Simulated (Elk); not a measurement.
## Worked example: self-consistent single point of Os (P6_3/mmc, 4 atoms in the cell) in Elk

Level of theory: PBE, all-electron FP-LAPW, Elk's shipped species files, APW+lo basis with extra local orbitals (Elk).

This input was run:

```
tasks
  0

xctype
  20

rgkmax
  8.0

gmaxvr
  14.0

nxlo
  2

lorbcnd
  .true.

lmaxi
  2

stype
  0

swidth
  0.00367493

scale
  1.889726125

avec
    2.7434256482    0.0000000816    0.0000000000
   -1.3717128948    2.3758762639    0.0000000000
    0.0000000000    0.0000000000    8.8269900000

sppath
  './'

atoms
  1   : nspecies
  'Os.in'   : spfname
  4   : natoms; atposl, bfcmt below
  0.0000000000  0.0000000000  0.0000000000    0.0 0.0 0.0
  0.0000000000  0.0000000000  0.5000000000    0.0 0.0 0.0
  0.3333333333  0.6666666667  0.2500000000    0.0 0.0 0.0
  0.6666666667  0.3333333333  0.7500000000    0.0 0.0 0.0

ngridk
  9 9 3
```

The program printed (abridged):

```
│ Elk code version 10.2.4 │

All units are atomic (Hartree, Bohr, etc.)

│ Ground-state run starting from atomic densities │

Lattice vectors :
   5.184323119      0.1542016518E-06   0.000000000
  -2.592161693       4.489755446       0.000000000
   0.000000000       0.000000000       16.68059361

Unit cell volume      :    388.2632242
Brillouin zone volume :   0.6388712553

Muffin-tin inner radius fraction :   0.1000000000E-01

Nuclei treated as point charges

Species :    1 (Os)
 parameters loaded from : Os.in
 name : osmium
 nuclear charge    :   -76.00000000
 electronic charge :    76.00000000
 atomic mass :    346768.0765
 muffin-tin radius :    2.541573905
 number of radial points in muffin-tin :    697
 atomic positions (lattice), magnetic fields (Cartesian) :
   1 :   0.00000000  0.00000000  0.00000000    0.00000000  0.00000000  0.00000000
   2 :   0.00000000  0.00000000  0.50000000    0.00000000  0.00000000  0.00000000
   3 :   0.33333333 -0.33333333  0.25000000    0.00000000  0.00000000  0.00000000
   4 :  -0.33333333  0.33333333 -0.25000000    0.00000000  0.00000000  0.00000000

Total number of atoms per unit cell :    4

Spin treatment :
 spin-unpolarised

Number of Bravais lattice symmetries :   24
Number of crystal symmetries         :   24
Crystal has inversion symmetry
Real symmetric eigensolver will be used

k-point grid :      9     9     3
k-point offset :    0.000000000       0.000000000       0.000000000
k-point set is reduced with full crystal symmetry group
Total number of k-points :       24

Muffin-tin radius times maximum |G+k| :    8.000000000
 using average radius
Maximum |G+k| for APW functions       :    3.147655862
Maximum (1/2)|G+k|²                   :    4.953868713
Maximum |G| for potential and density :    14.00000000
 potential will be trimmed for |G| > 2 gkmax
Constant for pseudocharge density :    9
Radial integration step length :    4

G-vector grid sizes :     24    24    75
Number of G-vectors :    18057

Maximum angular momentum used for
 APW functions                      :    8
 outer part of muffin-tin           :    6
 inner part of muffin-tin           :    2

Total nuclear charge    :   -304.0000000
Total core charge       :    184.0000000
Total valence charge    :    120.0000000
Total excess charge     :    0.000000000
Total electronic charge :    304.0000000

Effective Wigner radius, rₛ :   0.6730614053

Number of empty states         :   16
Total number of valence states :   76
Total number of core states    :  184

Conduction state local-orbitals added automatically
Total number of local-orbitals :  404

Exchange-correlation functional :     20     0     0
 Perdew-Burke-Ernzerhof, Phys. Rev. Lett. 77, 3865 (1996)
 gradient requirement :    1
 generalised gradient approximation (GGA)

Smearing type :    0
 Gaussian
Smearing width :   0.3674930000E-02
Effective electronic temperature (K) :    1160.451112

Mixing type :    3
 Broyden mixing, J. Phys. A: Math. Gen. 17, L317 (1984)

Kohn-Sham potential initialised from atomic data

│ Self-consistent loop started │
│ Loop number : 1 │
 total energy                :     -69140.7356908
│ Loop number : 2 │
 total energy                :     -69141.5444420
RMS change in Kohn-Sham potential (target) :   0.1614651539     (  0.1000000000E-05)
Absolute change in total energy (target)   :   0.8087511848     (  0.1000000000E-03)
│ Loop number : 3 │
 total energy                :     -69141.9797468
RMS change in Kohn-Sham potential (target) :   0.1564556697     (  0.1000000000E-05)
Absolute change in total energy (target)   :   0.6374926275     (  0.1000000000E-03)
│ Loop number : 4 │
 total energy                :     -69141.1476206
RMS change in Kohn-Sham potential (target) :   0.1462556774     (  0.1000000000E-05)
Absolute change in total energy (target)   :   0.6727530865     (  0.1000000000E-03)
│ Loop number : 5 │
 total energy                :     -69138.3752684
RMS change in Kohn-Sham potential (target) :   0.1169488695     (  0.1000000000E-05)
Absolute change in total energy (target)   :    2.940540417     (  0.1000000000E-03)
│ Loop number : 6 │
 total energy                :     -69132.3923806
RMS change in Kohn-Sham potential (target) :   0.4864038739E-01 (  0.1000000000E-05)
Absolute change in total energy (target)   :    6.718022925     (  0.1000000000E-03)
│ Loop number : 7 │
 total energy                :     -69128.6862221
RMS change in Kohn-Sham potential (target) :   0.5247217623E-03 (  0.1000000000E-05)
Absolute change in total energy (target)   :    5.385664202     (  0.1000000000E-03)
│ Loop number : 8 │
 total energy                :     -69128.4128304
RMS change in Kohn-Sham potential (target) :   0.1475338346E-03 (  0.1000000000E-05)
Absolute change in total energy (target)   :    1.619807807     (  0.1000000000E-03)
│ Loop number : 9 │
 total energy                :     -69128.3863446
RMS change in Kohn-Sham potential (target) :   0.3098728946E-03 (  0.1000000000E-05)
Absolute change in total energy (target)   :   0.4314377293     (  0.1000000000E-03)
│ Loop number : 10 │
 total energy                :     -69128.3875563
RMS change in Kohn-Sham potential (target) :   0.1371631581E-03 (  0.1000000000E-05)
Absolute change in total energy (target)   :   0.1066477152     (  0.1000000000E-03)
│ Loop number : 11 │
 total energy                :     -69128.3804507
RMS change in Kohn-Sham potential (target) :   0.8995135535E-04 (  0.1000000000E-05)
Absolute change in total energy (target)   :   0.3376756374E-01 (  0.1000000000E-03)
│ Loop number : 12 │
 total energy                :     -69128.3715095
RMS change in Kohn-Sham potential (target) :   0.3894924086E-04 (  0.1000000000E-05)
Absolute change in total energy (target)   :   0.1738303994E-01 (  0.1000000000E-03)
│ Loop number : 13 │
 total energy                :     -69128.3680647
RMS change in Kohn-Sham potential (target) :   0.5882179528E-05 (  0.1000000000E-05)
Absolute change in total energy (target)   :   0.7790592150E-02 (  0.1000000000E-03)
│ Loop number : 14 │
 total energy                :     -69128.3679441
RMS change in Kohn-Sham potential (target) :   0.1511685290E-05 (  0.1000000000E-05)
Absolute change in total energy (target)   :   0.2068222107E-02 (  0.1000000000E-03)
│ Loop number : 15 │
 total energy                :     -69128.3679696
RMS change in Kohn-Sham potential (target) :   0.5440304742E-06 (  0.1000000000E-05)
Absolute change in total energy (target)   :   0.4916005710E-03 (  0.1000000000E-03)
│ Loop number : 16 │
 total energy                :     -69128.3678361
RMS change in Kohn-Sham potential (target) :   0.1016172811E-06 (  0.1000000000E-05)
Absolute change in total energy (target)   :   0.2564071328E-03 (  0.1000000000E-03)
│ Loop number : 17 │
 total energy                :     -69128.3677961
RMS change in Kohn-Sham potential (target) :   0.1038176100E-06 (  0.1000000000E-05)
Absolute change in total energy (target)   :   0.1040989737E-03 (  0.1000000000E-03)
│ Loop number : 18 │
 total energy                :     -69128.3677925
RMS change in Kohn-Sham potential (target) :   0.4909412372E-07 (  0.1000000000E-05)
Absolute change in total energy (target)   :   0.2962212602E-04 (  0.1000000000E-03)
Convergence targets achieved

│ Loop number : 19 │

Energies :
 Fermi                       :     0.555364204637
 sum of eigenvalues          :     -42351.3035999
 electron kinetic            :      78473.8693846
 core electron kinetic       :      75475.8204808
 Coulomb                     :     -146237.123531
 Coulomb potential           :     -119039.404680
 nuclear-nuclear             :     -5511.57235444
 electron-nuclear            :     -162411.697672
 Hartree                     :      21686.1464964
 Madelung                    :     -86717.4211907
 xc potential                :     -1785.76830479
 exchange                    :     -1346.55208670
 correlation                 :     -18.5615597980
 total energy                :     -69128.3677924

Density of states at Fermi energy :    111.6636897
 (states/Hartree/unit cell)

Estimated indirect band gap :   0.3634759391E-03
 from k-point     18 to k-point      1
Estimated direct band gap   :   0.1716730028E-02
 at k-point     18

Charges :
 core                        :    184.0000000
 valence                     :    120.0000000
 interstitial                :    5.505523262
 muffin-tins (core leakage)
  species :    1 (Os)
   atom    1                 :    74.62256474     (  0.1856691654E-06)
   atom    2                 :    74.62256474     (  0.1856691654E-06)
   atom    3                 :    74.62467362     (  0.1857780063E-06)
   atom    4                 :    74.62467362     (  0.1857780063E-06)
 total in muffin-tins        :    298.4944767
 total calculated charge     :    303.9780049
 total charge                :    304.0000000
 error                       :   0.2199508512E-01

│ Self-consistent loop stopped │
```

The run converged in 19 iterations. The count includes the last loop, which Elk runs after its targets are met.

The starting cell was generated: these elements placed on a structure prototype, without a prior relaxation; it need not be a known phase or ordering of this composition. Its lattice was rescaled by a random factor within 2.5 % of one. Spin-orbit coupling is off. Spin polarisation is off. Values depend on the basis (sphere radii, cutoffs, local orbitals), which need not be converged. The log's line on a gap gives a spacing of levels on this mesh, which the program prints for metals too.

Cost on one core of a shared machine: roughly 40 s.
